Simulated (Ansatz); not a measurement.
Pt, response to strain

Start from Pt in the fcc (Cu type) structure (space group Fm-3m, No. 225; a = 3.9403 Å). Axes: x, y, z lie along the cube axes.

Strains are applied to the cell and any free atomic positions relax; under biaxial strain the out-of-plane vector relaxes too.

The values are results of Kohn–Sham DFT with the r2SCAN functional, run in Ansatz (a program for electronic structure) with PAW and 500 eV plane waves, scalar-relativistic without spin-orbit coupling, not measurements.

Candidates:
(a) uniaxial strain ε_yy = +5.86 %
(b) biaxial strain +2.49 %, plane normal [110], relaxed out of plane
(c) strain tensor (xx, yy, zz, yz, xz, xy) = (+2.40, −0.36, −3.28, +0.41, −0.35, −1.19) %
(d) isotropic strain −2.79 %

Notes on the quantities. energy relative to the base: free energy F.

Task: Order them by energy relative to the base, lowest first.

Result: (c) strain tensor (xx, yy, zz, yz, xz, xy) = (+2.40, −0.36, −3.28, +0.41, −0.35, −1.19) % (+10 meV/atom), (b) biaxial strain +2.49 %, plane normal [110], relaxed out of plane (+19 meV/atom), (a) uniaxial strain ε_yy = +5.86 % (+48 meV/atom), (d) isotropic strain −2.79 % (+103 meV/atom)

A biaxial case was relaxed in a doubled cell and then solved in the primitive one. Without a gap, meshes like the base's 20×20×20 leave anisotropic stresses uncertain by several tenths of a GPa, and small strain energies with them. Stability against distortions was not tested. The final runs are not spin-polarised. Pt lies near a magnetic instability that expansion can trigger; it was not tested.
